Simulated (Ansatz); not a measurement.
The starting structures come from a database of crystals and need not be the phases stable at ambient conditions.

 Where the default PAW files enter, the runs use the earlier of Ansatz's two default sets.

Data:

```
RbH2N
1.0
    3.94726     0.00000     0.00000
    0.00000     4.84115     0.00000
    0.00000    -0.99432     6.33460
Rb H N
2 4 2
Cartesian
  2.96044   0.68785   1.90931
  0.98681   3.15898   4.42529
  2.16985   0.76386   5.50793
  1.77741   3.08297   0.82667
  0.19622   3.08297   0.82667
  3.75104   0.76386   5.50793
  2.96044   0.63860   4.86560
  0.98681   3.20823   1.46899
```

Space group of this cell: P2_1/m. The cell is taken as given.

Transport runs along the normal of the first two printed cell vectors.

The gap is the functional's own, uncorrected, and κ follows it; spin-orbit coupling is left out. Mid-gap values are interpolated between the computed energies.

Task: Give the band gap and the smallest decay constant κ at mid-gap that r2SCAN in Ansatz (an electronic-structure program) yields.

Result: Gap 2.57 eV on a 8×6×6 mesh; κ = 0.316 1/Å, at the zone centre.
